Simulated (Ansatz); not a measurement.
**Phonon-limited transport in TiC (Fm-3m)**

Given:

```yaml
crystal:
  lattice:
    - [0.00000, 2.16645, 2.16645]
    - [2.16645, 0.00000, 2.16645]
    - [2.16645, 2.16645, 0.00000]
  atoms:
    - { symbol: Ti, position: [0.00000, 0.00000, 0.00000] }
    - { symbol: C, position: [0.50000, 0.50000, 0.50000] }
```

These are PBE, DFPT electron-phonon coupling, linearised Boltzmann equation (plane waves, PAW, scalar-relativistic; Ansatz, a program for electronic structure) values and carry that method's errors. Condition of this run: functional PBE, cell relaxed with it. Cell: relaxed with this functional, without spin-orbit coupling.

```json
{
  "resistivity at 300 K": "13.5 μΩ·cm",
  "resistivity at 77 K": "0.35 μΩ·cm",
  "electron mean free path at 300 K (weighted by the current that each state carries)": "20 nm",
  "electron-phonon coupling λ": "0.21",
  "transport coupling λ_tr": "0.22",
  "logarithmic_mean_phonon_energy": "48 meV",
  "density of states at the Fermi level": "0.145 states/(eV·spin·cell)",
  "drude_plasma_energy": "3.6 eV",
  "Tc for μ* = 0.10 (anisotropic Eliashberg)": "below 1 K",
  "Tc for μ* = 0.13 (anisotropic Eliashberg)": "below 1 K"
}
```

A metal at this level (no band gap). Only scattering by harmonic phonons is included (no impurities, grain boundaries, electron-electron scattering or thermal expansion). Spin-orbit coupling is left out. Halving the electron mesh (32x32x32) moves the resistivity by up to 6 % at 300 K, the mean free path by up to 5 %, the coupling by up to 2 %. Smearing 0.20 eV; phonons on a 6x6x6 q mesh, which this run doesn't test and which matters most at low temperature. Tc comes from the anisotropic Migdal-Eliashberg equations with μ*, a chosen number, referred to 56 meV.
